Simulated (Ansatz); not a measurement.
An Ansatz (a program for electronic structure) run: Pd with a change (uniaxial strain ε_zz = −2.50 %); Kohn–Sham DFT with the PBEsol functional, run in Ansatz with PAW and 420 eV plane waves, spin-orbit coupling left out.

Input:

Ansatz 0.2 input:
```yaml
crystal:
  lattice:
    - [0, 1.938851176, 1.8903798966]
    - [1.938851176, 0, 1.8903798966]
    - [1.938851176, 1.938851176, 0]
  atoms:
    - { symbol: Pd, position: [0, 0, 0] }
basis: { ecutwfc: 420, ecutrho_ratio: 4, xc_grid: 2, fft_grid_basis: typed }
kpoints: { mp_grid: { grid: [29, 29, 29] } }
hamiltonian:
  xc: pbesol
  dispersion: none
  pseudopotentials: { kind: paw }
scf: { occupations: { method: fermi_dirac, width: 0.1 }, convergence: { dr2_threshold: 0.0000000001 } }
relax: { f_tol: 0.005, max_steps: 50 }
output: { forces: true, stress: true }
checkpoint: { write: state.ck, write_every: 1000 }
```

Output (explanatory and most iteration lines left out):

```
Relaxation: its limit of steps is 50 (relax.max_steps)
Pseudopotential: Pd, paw, valence charge 18
Crystal: 1 atoms, lattice volume = 14.212 Å³
Basis set: ecut = 420 eV, 283 PW (Γ), exchange–correlation on 40×40×40 points (8 copies of the dense FFT grid, shifted against one another)
Bands: 13, of which v1, the nominal top of the filled ones, is band 9 counted from 1 (8 counted from 0)
Symmetry: 16 space group operations
Space group: I4/mmm (ITA 139), of the structure as read, at distance tolerance 2.4e-5 Å
k-points: 1800 of 24389
Functional: x = pbesol(κ = 0.804, μ = 0.12345679012345678), c = pbesol(β = 0.046)
SCF iter   1: F=—  HF=-6906.677052 eV  |F-HF|=—  |Δ(HF+E_count)|=         —  Δρ=9.39e-3  dr2=1.05e-2  ethr=1.77e-3  ⟨swp⟩=5.0  Hψ=136424  notcnv=0
SCF iter   2: F=—  HF=-6906.674223 eV  |F-HF|=—  |Δ(HF+E_count)|=   2.83e-3  Δρ=2.41e-3  dr2=5.86e-4  ethr=5.85e-5  ⟨swp⟩=1.1  Hψ=38153  notcnv=0
SCF 1 converged in 7 iterations: F = -6906.674086 eV  dr2 = 9.87e-13
relax step   1: F+E_penalty+E_count = -6906.67408561 eV  Δ(F+E_penalty+E_count) = +0.000e0 eV  max|allowed force component| = 0.000e0 eV/Å  Δτ_max = 0.0000 Å  (7 SCF iters, accepted)
SCF converged after 7 iterations
Free energy (F): -6906.674086 eV
Internal energy: -6906.613781 eV  (E = F + TS)
E sigma→0 (E₀):  -6906.643933 eV
Entropy (-TS):   -0.060305 eV (-60.305 meV/atom)
Fermi energy:    20.695462 eV
--- Forces (eV/Å), atoms counted from 1 ---
  atom   1  Pd    -0.00000000     0.00000000     0.00000000
--- Stress (GPa, compression-positive) ---
        4.968387       0.000000       0.000000
        0.000000       4.968387       0.000000
        0.000000       0.000000       6.654986
  P = ⅓ Tr σ = 5.5306 GPa (55.306 kbar)
--- Relaxed structure (1 steps of the walk, 1 accepted, 0 SCFs on fresh bases) ---
  atoms:
    - { symbol: Pd, position: [0.0, 0.0, 0.0] }
```

No phonon test of stability was made. All final runs are without spin polarisation. The cell was made from Pd in the fcc (Cu type) structure (space group Fm-3m, No. 225) by this change: uniaxial strain ε_zz = −2.50 %.
